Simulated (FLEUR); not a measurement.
FLEUR run on ZnCo2 (P-3m1, 3 atoms in the cell): self-consistent single point.

Method of the run: FLEUR with LDA (Perdew-Zunger), all-electron FLAPW (FLEUR), scalar-relativistic valence.

The change in words: lattice scaled by 0.98. Reference geometry:
```
CELL_PARAMETERS angstrom
      2.58727     0.00000     0.00000
     -1.29364     2.24064     0.00000
      0.00000     0.00000     6.24990
ATOMIC_POSITIONS crystal
  Zn 0.00000 0.00000 0.00000
  Co 0.33333 0.66667 0.65327
  Co 0.66667 0.33333 0.34673
```
Moments meant for the start (each program seeds them in its own way; μB, in the order of the atoms Zn Co Co): 0.0 3.0 3.0.

Reference input (self-consistent single point, DFT, LDA (Perdew-Zunger), all-electron FLAPW (FLEUR), scalar-relativistic valence): Kmax = 3.8 1/bohr; GmaxXC = 15.2 1/bohr; xcFunctional = pz; jspins = 2; l_soc = F; mode = gauss; fermiSmearingEnergy = 0.00367493 Htr; mesh (inpgen div1-3) = 10 10 4; inpgen gamma flag = true; Gmax = 15.2 1/bohr; numbands = 0; maxIterBroyd = 40. This run's input differs from it in these lines:

```diff
@@ -3,5 +3,5 @@
 &input film=f /
-4.8892311143 0.0000001383 0.0000000000
--2.4446156769 4.2341982808 0.0000000000
-0.0000000000 0.0000000000 11.8105974166
+4.7914466735 -0.0000002036 0.0000000000
+-2.3957231605 4.1495146420 0.0000000000
+0.0000000000 0.0000000000 11.5743854304
 1.0
@@ -45,5 +45,5 @@
          <bravaisMatrix>
-            <row-1>    4.8892311143000002     0.0000001383000000     0.0000000000000000</row-1>
-            <row-2>   -2.4446156768999998     4.2341982808000003     0.0000000000000000</row-2>
-            <row-3>    0.0000000000000000     0.0000000000000000    11.8105974166000003</row-3>
+            <row-1>    4.7914466735000003    -0.0000002036000000     0.0000000000000000</row-1>
+            <row-2>   -2.3957231604999998     4.1495146419999998     0.0000000000000000</row-2>
+            <row-3>    0.0000000000000000     0.0000000000000000    11.5743854303999996</row-3>
          </bravaisMatrix>
```

Output (repeated stretches shortened):

```
 Iteration:     1   Distance:      38.47318453 me/bohr^3
 Iteration:     2   Distance:      33.71800712 me/bohr^3
 Iteration:     3   Distance:      26.73606784 me/bohr^3
 Iteration:     4   Distance:      19.82380682 me/bohr^3
 Iteration:     5   Distance:      14.46868256 me/bohr^3
   [... 15 lines left out ...]
 Iteration:    21   Distance:       0.00023037 me/bohr^3
 Iteration:    22   Distance:       0.00007384 me/bohr^3
 Iteration:    23   Distance:       0.00002206 me/bohr^3
 Iteration:    24   Distance:       0.00000230 me/bohr^3
 Reset of history
 Run finished successfully
 Stop message:
   Structural relaxation: new displacements generated

[file out, last iteration]
             iter=     25
[...]
          total density-effective poten   -7.2713312186E+03
          total charge density-energy d   -1.8361689239E+02
 Updated energy parameters for spin:           1
 Updated energy parameters for spin:           2
[...]
 fermi energy and band-weighting factors:
    1.198929

[...]
FERMIE:
          first approx. to ef    (T=0)  :   0.362940 htr   (energy of the highest occ. eigenvalue)
          number of occ. states  (T=0)  :       2109
          first approx. to seigv (T=0)  : -14.998685 htr
          sum of weights of occ. states :  42.005000
          sum of semicore charge        :   0.000000 e
          fermi energy=   0.36248 har   work function=  -9.86356 ev
   [... lines left out ...]
          total moment                 =     2.79388
 Direct bandgap for spin            1 :    1.6227069380455039E-002  Htr
 Direct bandgap for spin            2 :    2.5979948800466390E-003  Htr
   [... lines left out ...]
[...]
     l-like charge
     atom     s        p        d        f        total
 -->  1    0.29644  0.27239  4.85662  0.00980    5.43809
 -->  2    0.16877  3.14162  4.24490  0.00902    7.56680
          valence density: spin= 2
[...]
     l-like charge
     atom     s        p        d        f        total
 -->  1    0.30749  0.29812  4.85307  0.00990    5.47106
 -->  2    0.17038  3.15329  2.78256  0.00842    6.11687
```

The run converged in 24 iterations. FLEUR gives forces in its relaxation mode, with a further iteration, so its stop message speaks of a relaxation. Against the reference run the total energy goes down by 63.6 meV/atom, the largest force goes from 0.249 to 0.002 eV/Å and the size of the net moment goes from 0.99 to 0.93 μB/atom.

The starting cell comes from a database of computed structures (which also holds hypothetical and non-ambient phases and stackings), without a prior relaxation at this level. Its lattice was rescaled by a random factor within 2.5 % of one. For this run, on top of that: lattice scaled by 0.98. The magnetic order is the one reached from the typed start; others were not searched systematically. Values depend on the basis (sphere radii, cutoffs, local orbitals), which need not be converged. The log's line on a gap gives a spacing of levels on this mesh, which the program prints for metals too.

Cost on one core of a shared machine: roughly 4 min.
